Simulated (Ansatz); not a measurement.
Consider BN (space group P6_3/mmc, No. 194; layered, stacked along the Cartesian z axis).

```xyz
4
Lattice="2.5064 0.0000 0.0000 -1.2532 2.1706 0.0000 0.0000 0.0000 6.6147" Properties=species:S:1:pos:R:3 pbc="T T T"
B      0.0000     1.4471     1.6537
B      1.2532     0.7235     4.9610
N      0.0000     1.4471     4.9610
N      1.2532     0.7235     1.6537
```

Level of theory: DFT with PBE-D3(BJ), PAW potentials and a 420 eV plane-wave cutoff in Ansatz (a program for electronic structure), no spin-orbit coupling.

For the base:

* **Gap between the host's bands**: 4.24 eV
* **Gap character**: indirect, k = (0.296, 0.296, 0) in the run's primitive reciprocal basis → M

Modification: electron doping at 2.0×10^22 cm⁻³ (0.720 per cell), with a uniform compensating background at fixed cell and a 300 K Fermi–Dirac width.

Task: How does this affect the Fermi level from band edge, gap between the host's bands and gap character?

Result: The Fermi level relative to the doped band's edge (positive inside the band; to 0.05 eV) is +0.85 eV; the gap between the host's bands shrinks by 0.053 eV, from 4.24 eV to 4.18 eV; the gap character is still indirect, k = (0.296, 0.296, 0) in the run's primitive reciprocal basis → M.

Charged cell with a jellium background: band edges are those of the host's band count, energies are not comparable with the neutral cell, and many-body gap narrowing is missing. No phonon test of stability was made.
